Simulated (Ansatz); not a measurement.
## Zinc-blende KBr (model structure)

Level of theory: r²SCAN+rVV10 (plane waves, PAW; Ansatz, a program for electronic structure).

Settings: plane-wave cutoff 500 eV, 8×8×8 k mesh, gaussian smearing 0.02 eV, scalar-relativistic PAW data made under PBE.

Cell (relaxed at this level):

```
CELL_PARAMETERS angstrom
      0.00000     3.65680     3.65680
      3.65680     0.00000     3.65680
      3.65680     3.65680     0.00000
ATOMIC_POSITIONS crystal
  K  0.00000 0.00000 0.00000
  Br 0.25000 0.25000 0.25000
```

* **band gap**: 4.73 eV (on the SCF k mesh)

Note: the relaxation could raise the start's symmetry but not lower it, so the cell can be a saddle point.

Spin–orbit coupling is not included.

Static lattice: no zero-point or thermal effects.

It cost roughly 80 core-seconds of CPU time.

A model structure was made by putting elements into a prototype or built by hand; it is no filed structure, need not be a known phase, and can be a saddle point held by its symmetry.
